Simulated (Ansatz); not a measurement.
Abridged Ansatz (a program for electronic structure) output:

```
Relaxation: its limit of steps is 60 (relax.max_steps)
Pseudopotential: W, paw, valence charge 14
Pseudopotential: Se, paw, valence charge 16
Crystal: 6 atoms, lattice volume = 111.701 Å³
Basis set: ecut = 420 eV, 2249 PW (Γ), exchange–correlation on 48×48×180 points (8 copies of the dense FFT grid, shifted against one another)
Bands: 56, of which v1, the nominal top of the filled ones, is band 46 counted from 1 (45 counted from 0)
Symmetry: 24 space group operations
k-points: 38 of 432
Functional: x = pbesol(κ = 0.804, μ = 0.12345679012345678), c = pbesol(β = 0.046)
SCF iter   1: F=—  HF=-42216.277447 eV  |F-HF|=—  |Δ(HF+E_count)|=         —  Δρ=4.92e-3  dr2=1.16e-2  ethr=1.77e-3  ⟨swp⟩=6.1  Hψ=7665  notcnv=0  defer=2
SCF iter   2: F=—  HF=-42216.281124 eV  |F-HF|=—  |Δ(HF+E_count)|=   3.68e-3  Δρ=2.83e-3  dr2=3.84e-3  ethr=1.26e-5  ⟨swp⟩=3.0  Hψ=4373  notcnv=0  defer=5
SCF 1 converged in 7 iterations: F = -42216.283449 eV  dr2 = 2.08e-8
relax step   1: F+E_penalty+E_count = -42216.28344930 eV  Δ(F+E_penalty+E_count) = +0.000e0 eV  max|allowed force component| = 3.172e-5 eV/Å  Δτ_max = 0.0000 Å  P = +0.298 GPa  Ω = 111.701 Å³  (7 SCF iters, dr2 threshold 1.00e-7 eV, accepted)
[... steps on the carried basis left out ...]
relax step   6: F+E_penalty+E_count = -42216.28155314 eV  Δ(F+E_penalty+E_count) = +1.384e-4 eV  max|allowed force component| = 9.302e-6 eV/Å  Δτ_max = 0.0000 Å  P = +0.700 GPa  Ω = 111.091 Å³  stress off target by 1.61e-4 GPa  SCF on the basis re-selected at this cell (its energy is not comparable with the rows above)  (6 SCF iters)
SCF converged after 6 iterations
Free energy (F): -42216.281553 eV
Internal energy: -42216.281537 eV  (E = F + TS)
E sigma→0 (E₀):  -42216.281545 eV
Entropy (-TS):   -0.000016 eV (-0.003 meV/atom)
Fermi energy:    14.906043 eV
  E_disp       = -2.891062  (pairwise vdW)
--- Forces (eV/Å), atoms counted from 1 ---
  atom   1  W      0.00000000     0.00000000    -0.00000000
  atom   2  W      0.00000000    -0.00000000     0.00000000
  atom   3  Se     0.00000000     0.00000000     0.00000930
  atom   4  Se    -0.00000000    -0.00000000     0.00000930
  atom   5  Se    -0.00000000    -0.00000000    -0.00000930
  atom   6  Se     0.00000000     0.00000000    -0.00000930
--- Stress (GPa, compression-positive) ---
        0.700161      -0.000000      -0.000000
       -0.000000       0.700161      -0.000000
       -0.000000      -0.000000       0.699968
  P = ⅓ Tr σ = 0.7001 GPa (7.001 kbar)
--- Relaxed structure (5 steps of the walk, 4 accepted, 1 SCFs on fresh bases) ---
  cell:  # Å, volume = 111.0915 Å³
    - [3.223640873883365, 0.0, 0.0]
    - [-1.6118204369416824, 2.7917548894608615, 0.0]
    - [0.0, 0.0, 12.344025791777636]
  atoms:
    - { symbol: W, position: [0.6666666666666666, 0.3333333333333333, 0.7500000000000001] }
    - { symbol: W, position: [0.3333333333333333, 0.6666666666666666, 0.25] }
    - { symbol: Se, position: [0.6666666666666666, 0.3333333333333333, 0.38626275102897945] }
    - { symbol: Se, position: [0.3333333333333333, 0.6666666666666666, 0.8862627510289793] }
    - { symbol: Se, position: [0.3333333333333333, 0.6666666666666666, 0.6137372489710204] }
    - { symbol: Se, position: [0.6666666666666666, 0.3333333333333333, 0.1137372489710205] }
```

What was computed, and what are the main results?

WSe2, 6 atoms in the cell, with PBEsol-D3(BJ) (Ansatz), spin-orbit coupling left out, from a series relaxed to a target (pressure 0.7 GPa). The last SCF converged to F = -42216.281553 eV, or -7036.0469 eV per atom, at a pressure of 0.70 GPa. The total energy compares only with runs of the same code, potentials and settings.

Spin-orbit coupling, missing from the scalar runs, can matter with W. Load acts through the strain it causes; cell and atoms are relaxed under it. Stability against distortions was not tested. The cell was made from WSe2 (space group P6_3/mmc, No. 194; layered, stacked along the Cartesian z axis) by this change: pressure 0.7 GPa.

Keys are those of Ansatz 0.2.
